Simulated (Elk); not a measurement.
Worked example: self-consistent single point of SnTe (I4mm, 2 atoms in the cell) in Elk.

Level of theory: PBEsol, all-electron FP-LAPW, Elk's shipped species files, LAPW+lo basis (Elk).

The change in words: lattice scaled by 0.98; ngridk: 3 3 3 → 9 9 9. Reference geometry:
```yaml
crystal:
  lattice:
    - [0.00000, 3.14420, 3.14420]
    - [3.14420, 0.00000, 3.14420]
    - [3.14420, 3.14420, 0.00000]
  atoms:
    - { symbol: Sn, position: [0.00795, 0.00795, 0.99205] }
    - { symbol: Te, position: [0.50000, 0.50000, 0.50000] }
```

Reference input (self-consistent single point, DFT, PBEsol, all-electron FP-LAPW, Elk's shipped species files, LAPW+lo basis): xctype = 22; rgkmax = 8; swidth = 0.000367493 Ha; ngridk = 3 3 3; gmaxvr = 14 1/bohr; nxoapwlo = 1; maxscl = 100. This run's input differs from it in these lines:

```diff
@@ -22,5 +22,5 @@
 avec
-    0.0000000000    5.9416768810    5.9416768810
-    5.9416768810    0.0000000000    5.9416768810
-    5.9416768810    5.9416768810    0.0000000000
+    0.0000000000    5.8228433434    5.8228433434
+    5.8228433434    0.0000000000    5.8228433434
+    5.8228433434    5.8228433434    0.0000000000
 
@@ -36,3 +36,3 @@
 ngridk
-  3 3 3
+  9 9 9
```

Output, abridged:

```
│ Self-consistent loop started │
│ Loop number : 1 │
 total energy                :     -12979.5440037
│ Loop number : 2 │
 total energy                :     -12979.4993565
RMS change in Kohn-Sham potential (target) :   0.9536053955E-01 (  0.1000000000E-05)
Absolute change in total energy (target)   :   0.4464718671E-01 (  0.1000000000E-03)
│ Loop number : 3 │
 total energy                :     -12979.2044721
RMS change in Kohn-Sham potential (target) :   0.9216634379E-01 (  0.1000000000E-05)
Absolute change in total energy (target)   :   0.3060461854     (  0.1000000000E-03)
│ Loop number : 4 │
   [... lines left out ...]
Absolute change in total energy (target)   :   0.1106335008E-02 (  0.1000000000E-03)
│ Loop number : 13 │
 total energy                :     -12970.4824354
RMS change in Kohn-Sham potential (target) :   0.1847227225E-06 (  0.1000000000E-05)
Absolute change in total energy (target)   :   0.2655775334E-03 (  0.1000000000E-03)
│ Loop number : 14 │
 total energy                :     -12970.4824372
RMS change in Kohn-Sham potential (target) :   0.3595575267E-07 (  0.1000000000E-05)
Absolute change in total energy (target)   :   0.6451921581E-04 (  0.1000000000E-03)
Convergence targets achieved

│ Loop number : 15 │

Energies :
 Fermi                       :     0.254165898038
 total energy                :     -12970.4824380

Density of states at Fermi energy :   0.2717405135E-06
 (states/Hartree/unit cell)

Estimated indirect band gap :   0.1922578872E-01
 from k-point      5 to k-point      5
Estimated direct band gap   :   0.1922578872E-01
 at k-point      5

Charges :
 core                        :    66.00000000
 valence                     :    36.00000000
 interstitial                :    3.965904079
 muffin-tins (core leakage)
  species :    1 (Sn)
   atom    1                 :    48.04819173     (  0.6710926046E-04)
  species :    2 (Te)
   atom    1                 :    49.98590419     (  0.4051603457E-03)
 total in muffin-tins        :    98.03409592
 total calculated charge     :    101.9936962
 total charge                :    102.0000000
 error                       :   0.6303770920E-02

│ Self-consistent loop stopped │
```

The run converged in 15 iterations. The count includes the last loop, which Elk runs after its targets are met. Against the reference run the free energy goes up by 66.5 meV/atom and the gap on the mesh goes from 1.550 to 0.523 eV.

The starting cell has typed, rounded lattice constants, without a prior relaxation at this level. Its lattice was rescaled by up to half a per cent. One atom was moved a little off its site on purpose. For this run, on top of that: lattice scaled by 0.98. Spin-orbit coupling is off. Values depend on the basis (sphere radii, cutoffs, local orbitals), which need not be converged. Another mesh or the band path of this cell gives a smaller gap, so this value is not converged in the mesh.
